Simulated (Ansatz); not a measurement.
## MgO, response to strain

The reference is MgO in the rock salt structure (space group Fm-3m, No. 225).

```yaml
crystal:
  lattice:
    - [0.00000, 2.07958, 2.07958]
    - [2.07958, 0.00000, 2.07958]
    - [2.07958, 2.07958, 0.00000]
  atoms:
    - { symbol: Mg, position: [0.00000, 0.00000, 0.00000] }
    - { symbol: O, position: [0.50000, 0.50000, 0.50000] }
```

Cartesian axes are those of the cell as printed.

Strains are applied to the cell and any free atomic positions relax.

The values are results of Ansatz (a quantum-chemistry and plane-wave program) LDA, no spin-orbit coupling, not measurements.

Candidates:
(a) uniaxial strain ε_zz = −0.50 %
(b) uniaxial strain ε_zz = +1.50 %
(c) uniaxial strain ε_zz = −3.00 %

Before the change:

- Band gap: 5.03 eV

Question: Order them by band gap, lowest first.

Answer: (b) uniaxial strain ε_zz = +1.50 % (4.86 eV), (a) uniaxial strain ε_zz = −0.50 % (5.08 eV), (c) uniaxial strain ε_zz = −3.00 % (5.32 eV)

Gaps are Kohn–Sham eigenvalue differences; semilocal functionals usually give less than the measured gap. Whether these cells are dynamically stable was not tested.
